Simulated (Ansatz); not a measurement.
# TiAl: pressure series

Base system: TiAl (space group P4/mmm, No. 123).

```
TiAl
1.0
    2.82408     0.00000     0.00000
    0.00000     2.82408     0.00000
    0.00000     0.00000     4.07063
Al Ti
1 1
Direct
  0.50000   0.50000   0.50000
  0.00000   0.00000   0.00000
```

Cell and atoms are relaxed at each pressure.

All numbers come from PBE (Ansatz, a first-principles code; PAW; 420 eV plane waves; no spin-orbit coupling), earlier PAW set.

```json
[
 {"pressure (GPa)": "-2", "volume per atom (Å³/atom)": "16.533"},
 {"pressure (GPa)": "-1", "volume per atom (Å³/atom)": "16.380"},
 {"pressure (GPa)": "0", "volume per atom (Å³/atom)": "16.233"},
 {"pressure (GPa)": "0.9", "volume per atom (Å³/atom)": "16.107"},
 {"pressure (GPa)": "2.1", "volume per atom (Å³/atom)": "15.947"},
 {"pressure (GPa)": "4.5", "volume per atom (Å³/atom)": "15.645"},
 {"pressure (GPa)": "9", "volume per atom (Å³/atom)": "?"},
 {"pressure (GPa)": "15", "volume per atom (Å³/atom)": "14.581"},
 {"pressure (GPa)": "30", "volume per atom (Å³/atom)": "13.489"}
]
```

### Question
Fit the third-order Birch–Murnaghan form P(V) = (3B₀/2)[(V₀/V)^(7/3) − (V₀/V)^(5/3)]·[1 + (3/4)(B₀′ − 4)((V₀/V)^(2/3) − 1)] (squares taken in P) to the rows shown and predict the withheld row.

### Answer
Least squares on the printed values gives V₀ = 16.234 Å³/atom, B₀ = 114 GPa, B₀′ = 3.8; this predicts 15.147 Å³/atom, and the run gives 15.146 Å³/atom, in agreement.

Load acts through the strain it causes; cell and atoms are relaxed under it. No phonon test of stability was made. Competing high-pressure phases were not computed. All final runs are without spin polarisation.
